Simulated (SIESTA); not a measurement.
Band structure of CdS (F-43m, 2 atoms in the cell).

```
CdS
1.0
    0.00000     2.88351     2.88351
    2.88351     0.00000     2.88351
    2.88351     2.88351     0.00000
Cd S
1 1
Direct
  0.00000   0.00000   0.00000
  0.25000   0.25000   0.25000
```

Method of the run: GGA PBE, numerical atomic orbitals DZP, PseudoDojo PBE standard norm-conserving potentials (rewritten from UPF to PSML) (SIESTA).

Settings: XC.functional = GGA; XC.authors = PBE; potentials = PseudoDojo PBE standard; PAO.BasisSize = DZP; PAO.EnergyShift = 0.005 Ry; MeshCutoff = 350 Ry; kgrid.MonkhorstPack = 10 10 10; OccupationFunction = FD; ElectronicTemperature = 10 K; MaxSCFIterations = 150; SCF.Mixer.Method = Broyden; SCF.Mixer.Weight = 0.25; SCF.Mixer.History = 8; SCF.DM.Tolerance = 1.0E-05.

The starting cell comes from a database of computed structures (which also holds hypothetical and non-ambient phases and stackings), without a prior relaxation at this level. Its lattice was rescaled by a random factor within 2.5 % of one. Values carry the incompleteness of an atom-centred basis.

Predict the gap along the standard path and the places of the band edges.

The gap along the path is 1.49 eV, direct at Γ to within 0.01 eV.

Levels in eV from the top of the valence band on the path, bands 10 to 14:
```tsv
point	10	11	12	13	14
Γ	-7.45	0.00	0.00	0.00	1.49
X	-6.96	-4.13	-2.00	-2.00	3.67
W	-6.76	-4.08	-2.41	-2.34	5.60
K	-6.82	-4.12	-2.69	-1.63	4.44
L	-7.04	-4.63	-0.80	-0.80	3.30
U	-6.82	-4.12	-2.69	-1.63	4.44
```

Higher empty bands are left out: an atom-centred basis made for the valence describes them poorly.
